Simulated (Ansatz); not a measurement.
Input:

```xyz
1
Lattice="0.0000 1.9155 1.8868 1.9155 0.0000 1.8868 1.9155 1.9155 0.0000" Properties=species:S:1:pos:R:3 pbc="T T T"
Ir     0.0000     0.0000     0.0000
```

No spin polarisation.

Computed with DFT with PBEsol, PAW potentials and a 420 eV plane-wave cutoff in Ansatz (a first-principles code), no SOC. Γ-centred 29×29×29 mesh, Fermi–Dirac width 0.1 eV.

Question: What band gap does the calculation give?

Answer: Zero.

Question: Estimate the space group.

Answer: I4/mmm (No. 139).

Question: Estimate the pressure (mean of the normal stresses, compression positive).

Answer: 6.1 GPa.

The cells carry an imposed strain or load. Whether these cells are dynamically stable was not tested. The final runs are not spin-polarised. The cell was made from Ir in the fcc (Cu type) structure (space group Fm-3m, No. 225) by this change: uniaxial strain ε_zz = −1.50 %.
